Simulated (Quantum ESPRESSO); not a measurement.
Quantum ESPRESSO is run on YMgPd (P-62m, 9 atoms in the cell), and the run fails. The aim is a self-consistent single point with DFT, LDA (PZ), plane waves, GBRV 1.5 ultrasoft (LDA) pseudopotentials.

The input file:

```fortran
&CONTROL
   calculation = 'scf'
   prefix = 'pwscf'
   outdir = './work'
   pseudo_dir = './'
   tprnfor = .true.
   tstress = .true.
/
&SYSTEM
   ibrav = 0
   nat = 9
   ntyp = 3
   ecutwfc = 40
   ecutrho = 320
   occupations = 'smearing'
   smearing = 'gauss'
   degauss = 0.0073499
/
&ELECTRONS
   conv_thr = 1.0d-10
/
ATOMIC_SPECIES
Y     88.9058  y_lda_v1.4.uspp.F.UPF
Mg    24.3050  mg_lda_v1.4.uspp.F.UPF
Pd   106.4200  pd_lda_v1.4.uspp.F.UPF
CELL_PARAMETERS {angstrom}
   7.4120298420     0.0000000000     0.0000000000
  -3.7060149210     6.4190061368     0.0000000000
   0.0000000000     0.0000000000     4.0933400000
ATOMIC_POSITIONS {direct}
Y     0.4118100000    0.4118100000    0.5000000000
Y     0.0000000000    0.5881900000    0.5000000000
Y     0.5881900000    0.0000000000    0.5000000000
Mg    0.7570800000    0.7570800000    0.0000000000
Mg    0.0000000000    0.2429200000    0.0000000000
Mg    0.2429200000    0.0000000000    0.0000000000
Pd    0.6666666667    0.3333333333    0.0000000000
Pd    0.3333333333    0.6666666667    0.0000000000
Pd    0.0000000000    0.0000000000    0.5000000000
K_POINTS {automatic}
3 3 5  0 0 0
```

Log, with long lists cut:

```
     This program is part of the open-source Quantum ESPRESSO suite
     for quantum simulation of materials; please cite

 %%%%%%%%%%%%%%%%%%%%%%%%%%%%%%%%%%%%%%%%%%%%%%%%%%%%%%%%%%%%%%%%%%%%%%%%%%%%%%
     Error in routine read_cards (1):
     unknown option for ATOMIC_POSITION: ATOMIC_POSITIONS {DIRECT}
 %%%%%%%%%%%%%%%%%%%%%%%%%%%%%%%%%%%%%%%%%%%%%%%%%%%%%%%%%%%%%%%%%%%%%%%%%%%%%%

     stopping ...
```

### Question
From the messages shown, name the fault and mend the input.

### Answer
The fault is a value that the program does not know. The key takes a closed list of words, and names differ between codes. To fix it, use one of the words that the key accepts. The program stopped before any SCF iteration.

The sound input it was made from differs as follows (other fixes are possible):
```diff
-ATOMIC_POSITIONS {direct}
+ATOMIC_POSITIONS {crystal}
```

With that input, the run converged in 15 iterations: free energy E − TS -17013.6118 eV; Fermi level (on the code's own zero) 11.06 eV; pressure -4.68 GPa; largest force (vector length) 0.065 eV/Å (DFT, LDA (PZ), plane waves, GBRV 1.5 ultrasoft (LDA) pseudopotentials).

On the sound input: the starting cell comes from a database of computed structures (which also holds hypothetical and non-ambient phases and stackings), without a prior relaxation at this level. Spin polarisation is off. With a pressure of about -5 GPa the cell is away from its equilibrium volume at this level.
